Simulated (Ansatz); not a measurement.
Effect of Si → Mn on Ni2Si

The reference is Ni$_{2}$Si (space group Pnma, No. 62; a = 4.9378 Å, b = 3.6957 Å, c = 7.0077 Å; non-magnetic).

Modification: full substitution Si → Mn, then cell and atoms are relaxed.

All numbers come from r2SCAN, PAW, 500 eV (Ansatz, a quantum-chemistry and plane-wave program; spin-orbit coupling left out). k-mesh 8×10×5 (Γ-centred); smearing 0.05 eV (Fermi–Dirac), for the changed cell.

| quantity | base | changed | shift |
|---|---|---|---|
| volume per atom | 10.66 Å³ | 11.58 Å³ | +0.92 Å³ |
| density | 7.56 g/cm³ | 8.24 g/cm³ | +0.68 g/cm³ |
| space group | Pnma (No. 62) | Pnma (No. 62) | – |
| shortest interatomic distance | 2.290 Å | 2.460 Å | +0.170 Å |
| band gap | zero | zero | – |
| magnetic state | non-magnetic | ferromagnetic | – |
| largest site moment | 0.00 μB | 3.57 μB | +3.57 μB |

Final structure:

```xyz
12
Lattice="4.9892 0.0000 0.0000 0.0000 3.7143 0.0000 0.0000 0.0000 7.4992" Properties=species:S:1:pos:R:3 pbc="T T T"
Ni     2.9911     0.9286     5.6430
Ni     0.4965     0.9286     5.6058
Ni     1.9981     2.7857     1.8562
Ni     4.4927     2.7857     1.8934
Ni     0.6877     0.9286     0.5678
Ni     3.1823     0.9286     3.1818
Ni     4.3014     2.7857     6.9314
Ni     1.8069     2.7857     4.3174
Mn     3.2209     0.9286     0.7137
Mn     0.7263     0.9286     3.0359
Mn     1.7683     2.7857     6.7855
Mn     4.2629     2.7857     4.4633
```

The magnetic state is the one reached from the starting moments; the real material's order can differ, and small cells can't hold many antiferromagnetic ones. Stability against distortions was not tested. As relaxed here, MnNi2 is a hypothetical phase, not in the database extracts checked. Starting moments died away, wholly or in part, for the base; another magnetic solution may exist. Spin-polarised in the final run: MnNi2; the other runs are not.
